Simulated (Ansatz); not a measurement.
The starting structures come from a database of crystals and need not be the phases stable at ambient conditions.

 Where the default PAW files enter, the runs use the earlier of Ansatz's two default sets.

```
CELL_PARAMETERS angstrom
      5.58853     0.00000     0.00000
     -2.79427     4.94754     0.00000
      0.76170     0.00000     5.98790
ATOMIC_POSITIONS crystal
  Li 0.67492 0.00000 0.09326
  Li 0.32508 0.00000 0.90674
  Ca 0.32037 0.64074 0.50000
  Ca 0.67963 0.35926 0.50000
  Mg 0.23367 0.46734 0.00000
  Mg 0.76633 0.53266 0.00000
  Si 0.13039 0.00000 0.32134
  Si 0.86961 0.00000 0.67866
  N  0.80836 0.00000 0.39013
  N  0.19164 0.00000 0.60987
  N  0.60700 0.70944 0.80986
  N  0.39300 0.29056 0.19014
  N  0.10244 0.70944 0.19014
  N  0.89756 0.29056 0.80986
```

Space group of this cell: C2/m. The cell is taken as given; by PBEsol its mean pressure is -3.1 GPa.

Transport runs along the normal of the first two printed cell vectors.

The gap is the functional's own, uncorrected, and κ follows it; spin-orbit coupling is left out. Mid-gap values are interpolated between the computed energies.

Give the band gap and the smallest decay constant κ at mid-gap that Ansatz (a quantum-chemistry and plane-wave program) with PBEsol yields.

Gap 2.76 eV on a 6×6×6 mesh; κ = 0.275 1/Å, at the zone centre.
